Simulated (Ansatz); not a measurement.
zinc-blende BAs: the defect Mg on the B site

Calculation: PBE, PAW (plane waves to 420 eV; Ansatz, a program for electronic structure). The supercell holds 64 host sites (2×2×2 repeats of the unit cell), with a 2×2×2 shifted k-point sampling for the final energies. Site at the start: the B site. Energies of charged states are corrected for periodic images (point charge plus alignment at distant sites). Dielectric constants: PBE linear response of the host. Host gap at this level: 1.20 eV. These values are not converged in cell size to better than tenths of an eV. PBE underestimates the host's gap, which shifts levels and can delocalise carriers. Spin–orbit coupling is left out. Each state is the lowest found from its start.

| charge | moment (μB) | largest move off a lattice site (Å) | image correction with alignment (eV) |
|---|---|---|---|
| +1* | not spin-polarised | 0.33 | – |
| 0† | 1.0 | 0.31 | 0.00 |
| −1 | not spin-polarised | 0.27 | 0.08 |

* At this level the carrier isn't localised at the defect: at charge +1 holes occupy the valence band. Such a state is shallow or no state of the defect, and this cell gives it no level.

† Not settled in this cell, so no level is given: charge 0: a level filled in part, carriers not clearly localised.

Flagged in the runs: a doubtful potential alignment.
